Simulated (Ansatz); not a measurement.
L1₂ (Cu3Au-type) Ni₃Si was calculated with PBE-D3(BJ) (PAW; Ansatz, a first-principles code).

Run with plane-wave cutoff 500 eV, 12×12×12 k mesh, Fermi–Dirac smearing 0.05 eV, no spin polarisation, scalar-relativistic PAW data made under PBE.

Computed at the level's own relaxed cell.

Predict the equilibrium volume per atom and lattice constant a.


- equilibrium volume per atom = 10.41 Å³/atom
- lattice constant a = 3.466 Å

Measured, for comparison: equilibrium volume per atom 10.81 Å³/atom, lattice constant a 3.510 Å (temperature not stated, no zero-point or thermal correction; as tabulated in Metallic Nickel Silicides: Experiments and Theory for NiSi and First Principles …). Computed (rounded) less measured: equilibrium volume per atom -3.7 %, lattice constant a -1.3 %. A static lattice is as a rule a little smaller and stiffer than an uncorrected measurement, which narrows the difference in the lattice constant a and would widen misses of the other sign.

Computed values are for the static lattice.

It cost very roughly 40 core-seconds of CPU time.
